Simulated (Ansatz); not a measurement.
## AlB2-type HfB2: properties by level of theory

Reference values: lattice constant a 3.14 Å (measured, temperature not stated, copied from a table, unchecked, not corrected to a static lattice; as tabulated in Journal of Nuclear Materials 21, 14 (1967)); lattice parameter c 3.48 Å (measured, temperature not stated, copied from a table, unchecked, no zero-point or thermal correction; as tabulated in Journal of Nuclear Materials 21, 14 (1967)).

| level (code) | lattice parameter a (Å) | lattice parameter c (Å) |
|---|---|---|
| LDA (Ansatz) | 3.103 | 3.421 |
| PBE-D3(BJ) (Ansatz) | 3.122 | 3.455 |
| rVV10 (Ansatz) | 3.146 | 3.508 |
| HSE06 (Ansatz) | 3.135 | 3.478 |
| Hartree–Fock (Ansatz) | 3.175 | 3.577 |

Differences from the reference values (errors of the level alone only where the reference is corrected to a static lattice):

```json
[
 {"level": "LDA", "lattice constant a (%)": "-1.18", "lattice parameter c (%)": "-1.70"},
 {"level": "PBE-D3(BJ)", "lattice constant a (%)": "-0.57", "lattice parameter c (%)": "-0.72"},
 {"level": "rVV10", "lattice constant a (%)": "+0.19", "lattice parameter c (%)": "+0.80"},
 {"level": "HSE06", "lattice constant a (%)": "-0.16", "lattice parameter c (%)": "-0.06"},
 {"level": "Hartree–Fock", "lattice constant a (%)": "+1.11", "lattice parameter c (%)": "+2.79"}
]
```

Nearest: lattice constant a, not ranked (reference at room or unstated temperature); lattice parameter c, not ranked (reference at room or unstated temperature).

Ansatz's density-functional and Hartree–Fock values are scalar-relativistic unless marked +SOC, with PAW data made under PBE.

Differences are worked out from the printed values.

Computed values are for the static lattice.

Ansatz is an electronic-structure program.
